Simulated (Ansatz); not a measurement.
Functionals compared on CO on the 1x1 (0001) surface of hcp Ru, one in a 2x2 cell, started at the site 'top Ru', in Ansatz (plane waves, PAW). The structure was relaxed with PBE; the other rows are single points on it, each with its references at the same level. Cutoff 420 eV (500 eV for r2SCAN).

Slab: 18 atoms, 6.3 Å thick at the start under the adsorbate (thin: gaps and levels are the slab's own); k 6x6x1, smearing 0.1 eV, dipole-corrected; 8 atoms held, the rest relaxed; symmetry of the start imposed; no spin, no spin-orbit, no U, no dispersion correction. At the end it is bonded to Ru. In PBE it is, or lies within 0.03 eV of, the lowest of the starts that converged. These notes are the PBE run's. Adsorption energies are against CO(g). A negative adsorption energy means that the adsorbate is more stable on the surface than in its reference.

```
functional  adsorption energy (eV)  work function of the top face (eV)  change of the work function (eV)           rough cost of the single point
----------  ----------------------  ----------------------------------  --------------------------------  ---------------------------------------
PBE                          -1.90                                5.74                              0.74                                        –
RPBE                         -1.62                                5.60                              0.78                  roughly 50 core-seconds
r2SCAN                       -2.03                                5.82                              0.82  about 120 core-seconds (a rough figure)
```

Ansatz is a first-principles code.
